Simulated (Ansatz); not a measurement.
A relaxation of cell and atoms of ZnPt₃ (Pm-3m, 4 atoms in the cell) with Ansatz (a first-principles code).

Level of theory: PBEsol, default PAW files made with PBE (plane waves; Ansatz).

The change in words: atoms on their sites; basis.ecutwfc: 30.9 Ry → 15.4 Ry; relax: default → cell and atoms. Reference geometry:
```xyz
4
Lattice="3.9102 0.0000 0.0000 0.0000 3.9102 0.0000 0.0000 0.0000 3.9102" Properties=species:S:1:pos:R:3 pbc="T T T"
Zn     0.0000     0.0000     0.0500
Pt     1.9551     1.9551     0.0000
Pt     0.0000     1.9551     1.9551
Pt     1.9551     0.0000     1.9551
```

Reference input (self-consistent single point, DFT, PBEsol, plane waves, default PAW files made with PBE): basis.ecutwfc = 30.9 Ry; kpoints.mp_grid.grid = 7 7 7; hamiltonian.xc = pbesol; hamiltonian.pseudopotentials = {kind: paw} (the program's default PAW files); scf.occupations.method = gaussian; scf.occupations.width = 0.0073 Ry. This run's input differs from it in these lines:

Ansatz 0.2 input:
```diff
@@ -7,3 +7,3 @@
   atoms:
-    - { symbol: Zn, position_ang: [0.000000, 0.000000, 0.050000] }
+    - { symbol: Zn, position_ang: [0.000000, 0.000000, 0.000000] }
     - { symbol: Pt, position_ang: [1.955123, 1.955123, 0.000000] }
@@ -12,3 +12,3 @@
 basis:
-  ecutwfc: 30.9 Ry
+  ecutwfc: 15.4 Ry
 kpoints:
@@ -20,2 +20,4 @@
   occupations: { method: gaussian, width: 0.0073 Ry }
+relax:
+  cell: {}
 output:
```

Output, abridged:

```
   [... SCF lines of the steps left out ...]
relax step   1: F+E_penalty+E_count = -40405.38417681 eV  Δ(F+E_penalty+E_count) = +0.000e0 eV  max|allowed force component| = 4.707e-28 eV/Å  Δτ_max = 0.0000 Å  P = -3.035 GPa  Ω = 59.788 Å³  (8 SCF iters, dr2 threshold 1.00e-7 eV, accepted)
relax step   2: F+E_penalty+E_count = -40409.46787546 eV  Δ(F+E_penalty+E_count) = -4.084e0 eV  max|allowed force component| = 7.678e-29 eV/Å  Δτ_max = 0.0000 Å  P = +47.947 GPa  Ω = 57.952 Å³  energy of the carried Pulay correction = +4.339e0 eV  [...]
   [... lines left out ...]
relax step 119: F+E_penalty+E_count = -40405.04666160 eV  Δ(F+E_penalty+E_count) = +5.254e-2 eV  max|allowed force component| = 6.705e-29 eV/Å  Δτ_max = 0.0000 Å  P = -0.005 GPa  Ω = 58.209 Å³  energy of the carried Pulay correction = -5.258e-2 eV  [...]
relax step 120: F+E_penalty+E_count = -40405.54891907 eV  Δ(F+E_penalty+E_count) = -5.023e-1 eV  max|allowed force component| = 3.892e-29 eV/Å  Δτ_max = 0.0000 Å  P = -0.301 GPa  Ω = 58.209 Å³  stress off target by 3.01e-1 GPa  SCF on the basis [...]
basis re-selected at this cell: Δ(F+E_penalty+E_count) = -5.023e-1 eV, ΔP = -0.296 GPa vs the last step
   [... lines left out ...]
Free energy (F): -40405.548919 eV
Fermi energy:    20.722928 eV
Error: variable-cell relaxation did not converge after 120 `relax_step` rows, as none of its last 49 fresh-basis SCF(s) at a relaxed cell met both thresholds with a finite energy. The last misses `relax.cell.stress_tol`: largest allowed force component 3.89e-29 eV/Å (`relax.f_tol` 1.00e-2 eV/Å), stress off the target on the free part of the cell 3.01e-1 GPa (`relax.cell.stress_tol` 5.00e-2 GPa), F+E_penalty+E_count -40405.54891907 eV. The closest is row 80, whose structure comes with this error. Larger ratio of force or stress to its threshold at each such SCF whose figures are numbers: 55.164, 39.700, 43.074, 41.814, 40.579, 11.639, 14.014, 15.338, 11.690, 13.585, 14.982, 14.554, [...]
   [... lines left out ...]
to start a new deck from the relaxed geometry:
  cell:  # Å, volume = 58.2675 Å³
    - [3.876818347584015, -2.561762675376017e-32, -1.6520867804196754e-33]
    - [-2.5361839183021235e-32, 3.876818347584015, 1.917905236285622e-33]
    - [-2.1817175151261656e-33, 1.917905236285622e-33, 3.876818347584015]
  atoms:
    - { symbol: Zn, position: [-1.9000270460733907e-47, 3.7956795095387794e-47, 1.3473714432630926e-47] }
    - { symbol: Pt, position: [0.49999999999999994, 0.49999999999999994, -1.642146637880645e-47] }
    - { symbol: Pt, position: [-7.398212717535198e-48, 0.49999999999999994, 0.49999999999999994] }
    - { symbol: Pt, position: [0.49999999999999994, -8.146586836361012e-47, 0.49999999999999994] }
```

The relaxation ended unconverged.  The full log also holds: “iter 4 did not close the SCF: its close was put off for the readings that it lacked (scf_convergence_deferred on its scf_iter line)”. The full log also holds: “iter 5 did not close the SCF: its close was put off for the readings that it lacked (scf_convergence_deferred on its scf_iter line)”.

The starting cell comes from a database of computed structures (which also holds hypothetical and non-ambient phases and stackings), without a prior relaxation at this level. Its lattice was rescaled by up to half a per cent. The cutoff lies below the one recommended for these files.

Cost on one core of a shared machine: roughly 2 min.
